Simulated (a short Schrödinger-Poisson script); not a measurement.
Stack: gated Al0.33Ga0.67N/GaN polarisation-induced gas, at 77 K.

```csv
layer,material,thickness (nm),Na (cm⁻³)
1,Al0.33Ga0.67N,30,-
2,GaN,6000,1e14
```

Constants are typed, rounded textbook-type inputs, not results; the design itself was drawn at random and stands for no fabricated device. Al0.33Ga0.67N: permittivity 9.3, conduction-band edge (eV) 0.462, gap (eV) 4.09, electron mass (mₑ) 0.24, Nv at 300 K (cm⁻³) 4.6e19. GaN: permittivity 9.5, conduction-band edge (eV) 0, gap (eV) 3.43, Nv at 300 K (cm⁻³) 4.6e19.

Channel valleys (confinement mass, in-plane density-of-states mass, number): Γ 0.2, 0.2, 1. At the gate the conduction-band edge of layer 1 lies 1.27 eV − eVg above the Fermi level of the channel; the field vanishes at the back. Sheet of polarisation charge: +1.6e13 e/cm² at 30 nm from the gate. The barrier under the gate holds no holes. Gaps are held at their typed values at every temperature. Mesh 0.08 nm at interfaces.

Solved with a short Schrödinger-Poisson script written for these runs: 1D Poisson equation in equilibrium, electrons quantum, Hartree plus LDA exchange-correlation (BenDaniel-Duke, 40 states a valley, the channel's in-plane mass for all, wave functions free to enter the barrier), parabolic valleys, classical holes, full ionisation, no traps, pinning or gate leakage.

The same stack at other levels of the model or other numerical settings:

| run | sheet density of all electrons at Vg = 0.5 V (cm⁻²) | sheet density of all electrons at Vg = -5 V (cm⁻²) | capacitance at Vg = 0.5 V (μF/cm²) | centroid of the channel electrons at Vg = 0.5 V (nm) | rough cost against the base |
|---|---|---|---|---|---|
| base | 1.48e13 | 5.63e12 | 0.269 | 1.59 | about 1 |
| electrons treated as classical, Boltzmann | 1.53e13 | ___ | 0.273 | 0.28 | 0.01 |
| electrons treated as classical, Fermi-Dirac | 1.47e13 | 5.63e12 | 0.264 | 1.56 | 0.04 |
| mesh six times as coarse | 1.48e13 | 5.62e12 | 0.269 | ___ | 0.3 |
| one subband a valley | 1.47e13 | 5.63e12 | 0.268 | ___ | 0.3 |

Q: Some entries are withheld; supply them.

A: 
- electrons treated as classical, Boltzmann, sheet density of all electrons at Vg = -5 V (cm⁻²): 5.90e12
- one subband a valley, centroid of the channel electrons at Vg = 0.5 V (nm): 1.30
- mesh six times as coarse, centroid of the channel electrons at Vg = 0.5 V (nm): 1.53

The classical rows ignore confinement, and Boltzmann statistics overrate the density once the band edge passes the Fermi level.
